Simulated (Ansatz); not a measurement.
Consider NbAgO₃ in the cubic perovskite structure (space group Pm-3m, No. 221; a = 3.950 Å; a cell from a computed database, its experimental status unchecked).

The change: hydrostatic tension (pressure −2 GPa).

Levels (all Ansatz, an electronic-structure program, PAW): PBEsol (420 eV, without spin-orbit coupling); PBEsol+SOC (420 eV, noncollinear with spin-orbit coupling).

The geometry is relaxed with PBEsol.

| Quantity | Result |
|---|---|
| PBEsol smallest direct gap | 1.57 eV |
| PBEsol lowest conduction level above the VBM at special points | X 1.39 eV; Γ 1.56 eV; R 3.34 eV; M 4.05 eV |
| PBEsol gap character | indirect, M → X |

Question: Predict the smallest direct gap, lowest conduction level above the VBM at special points and gap character from PBEsol+SOC.

Answer: The smallest direct gap drops by 0.12 eV to 1.45 eV; the lowest conduction level above the VBM at special points changes from X 1.39 eV; Γ 1.56 eV; R 3.34 eV; M 4.05 eV to X 1.37 eV; Γ 1.50 eV; R 3.32 eV; M 4.00 eV; the gap character stays indirect, M → X.

Single points use the geometry relaxed with PBEsol. The spin-orbit shifts are approximate. Load acts through the strain it causes; cell and atoms are relaxed under it. No phonon test of stability was made. Many cubic perovskites are stable only at high temperature; tilts and polar distortions were not tested.
